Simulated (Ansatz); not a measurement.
Base system: TaS2 in the CdI2 type structure (space group P-3m1, No. 164; a = 3.329 Å, c = 5.785 Å; layered, stacked along the Cartesian z axis). Axes: x lies along a and z along c of the hexagonal cell.

All numbers come from plane-wave PAW DFT at the PBE-D3(BJ) level (Ansatz, an electronic-structure program, 420 eV), without spin-orbit coupling.

For the base:

```
Property           Result
---------------  --------
Volume per atom  18.51 Å³
```

It is then changed as follows: tensile biaxial strain of 1.15 % in the plane normal to [001], as in epitaxy on a mismatched substrate; the out-of-plane cell vector and the atoms relax.

How does this affect the volume per atom?

The volume per atom goes up by 0.34 Å³ (18.51 Å³ → 18.85 Å³).

Without a gap, meshes like the base's 16×16×8 leave anisotropic stresses uncertain by several tenths of a GPa, and small strain energies with them. Whether these cells are dynamically stable was not tested. All final runs are without spin polarisation. An odd electron count without spin: TaS2.
